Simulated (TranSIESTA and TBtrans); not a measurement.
**Pb chain with one bond stretched by 2.0 Å**

Device: Pb chain with one bond stretched by 2.0 Å. Leads: straight Pb chain, spacing 2.85 Å. Geometry: as built, not relaxed.

Computed with TranSIESTA and TBtrans, PBE, DZP numerical orbitals (energy shift 0.15 eV), PseudoDojo norm-conserving scalar-relativistic potentials, mesh cutoff 200 Ry, 300 K, no spin polarisation, no spin-orbit coupling; self-consistent non-equilibrium Green functions.

- Conductance at 300 K (G0 = 2e²/h) = 0.28
- Thermopower (μV/K) = -2.0
- Mean T from −0.5 to 0.5 eV = 0.25

Energies count from the leads' Fermi level. Transmissions are for one spin of a degenerate pair. The energy step is 0.01 eV; narrower resonances are cut or missed.

| E (eV) | T | lead channels |
|---|---|---|
| -2.00 | 0.042 | 1 |
| -1.80 | 0.056 | 1 |
| -1.60 | 0.070 | 1 |
| -1.40 | 0.085 | 1 |
| -1.20 | 0.099 | 1 |
| -1.00 | 0.11 | 1 |
| -0.80 | 0.13 | 1 |
| -0.60 | 0.15 | 3 |
| -0.40 | 0.18 | 3 |
| -0.20 | 0.24 | 3 |
| 0.00 | 0.29 | 3 |
| 0.20 | 0.28 | 3 |
| 0.40 | 0.27 | 3 |
| 0.60 | 0.27 | 3 |
| 0.80 | 0.27 | 3 |
| 1.00 | 0.28 | 3 |
| 1.20 | 0.29 | 3 |
| 1.40 | 0.30 | 3 |
| 1.60 | 0.32 | 3 |
| 1.80 | 0.33 | 3 |
| 2.00 | 0.35 | 3 |

The straight chain is held at its spacing; free chains may zigzag or dimerise. No spin-polarised start was tried, so a magnetic state, if there is one, is missed. Spin-orbit coupling, left out here, matters for the heavy atoms.
